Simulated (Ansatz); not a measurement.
The starting structures come from a database of crystals and need not be the phases stable at ambient conditions.

 Where the default PAW files enter, the runs use the earlier of Ansatz's two default sets.

Tunnelling through a barrier is set by its complex band structure: the current falls as exp(−2κd) with the smallest κ.

Given:

```yaml
crystal:
  lattice:
    - [4.82587, 0.00000, 0.00000]
    - [0.00000, 7.65414, 0.00000]
    - [0.00000, 0.00000, 4.82587]
  atoms:
    - { symbol: Te, position: [0.97275, 0.00000, 0.02725] }
    - { symbol: Te, position: [0.47275, 0.25000, 0.47275] }
    - { symbol: Te, position: [0.02725, 0.50000, 0.97275] }
    - { symbol: Te, position: [0.52725, 0.75000, 0.52725] }
    - { symbol: O, position: [0.86051, 0.81527, 0.25994] }
    - { symbol: O, position: [0.24006, 0.06527, 0.36051] }
    - { symbol: O, position: [0.13949, 0.31527, 0.74006] }
    - { symbol: O, position: [0.75994, 0.56527, 0.63949] }
    - { symbol: O, position: [0.63949, 0.93473, 0.75994] }
    - { symbol: O, position: [0.25994, 0.68473, 0.86051] }
    - { symbol: O, position: [0.36051, 0.43473, 0.24006] }
    - { symbol: O, position: [0.74006, 0.18473, 0.13949] }
```

Space group of this cell: P4_32_12. The cell is taken as given; by PBEsol its mean pressure is 1.6 GPa.

Transport runs along the normal of the first two printed cell vectors, the (100) plane of the conventional cell.

No gap correction and no spin-orbit coupling; mid-gap values are interpolated between computed energies.

**Question.** State the band gap and the smallest decay constant κ at mid-gap according to PBEsol run with Ansatz (a first-principles code).

**Answer.** Gap 3.05 eV on a 6×4×6 mesh; κ = 0.387 1/Å, at (0.333, 0.000) of the in-plane reciprocal vectors. At the zone centre, at the nearest computed energy, the slowest state has κ = 0.41 1/Å.
